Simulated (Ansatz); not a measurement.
CdTe in the wurtzite structure (space group P6_3mc, No. 186; a cell from a computed database, its experimental status unchecked)

CdTe is modelled in the hexagonal space group P6₃mc (No. 186), the wurtzite structure, Pearson symbol hP4. Conventional cell: a = 4.583 Å, b = 4.583 Å, c = 7.516 Å, α = 90.00°, β = 90.00°, γ = 120.00°. Cd on 2b has 4 Te at 2.809–2.814 Å (tetrahedral). Te on 2b is surrounded by 4 Cd at 2.809–2.814 Å (tetrahedral). (Neighbours: up to the widest gap in distance over summed covalent radii, below 1.35, at either atom; cation-cation and far metal-metal contacts left out.)

Computed with PBEsol in Ansatz (plane waves to 420 eV, PAW, spin-orbit coupling left out). Settings: 8×8×5 k-points, 0.05 eV Fermi–Dirac smearing.

| Quantity | Result |
|---|---|
| Volume per atom | 34.18 Å³ |
| Density | 5.83 g/cm³ |
| Band gap | 0.69 eV, direct at Γ |
| Electron mass | 0.056 mₑ along c, 0.061 mₑ across |
| Total energy | -7543.168 eV/atom (σ→0; compares only within this code and set-up) |

Spin-orbit coupling, missing from the scalar runs, can matter with Te. Masses are band curvatures over ±0.01 Å⁻¹ around the edge. Whether these cells are dynamically stable was not tested. The base started in Cmc2_1 and relaxed to P6_3mc at this level. This is not the structure that CdTe has at room temperature and ambient pressure.

Ansatz is a program for electronic structure.
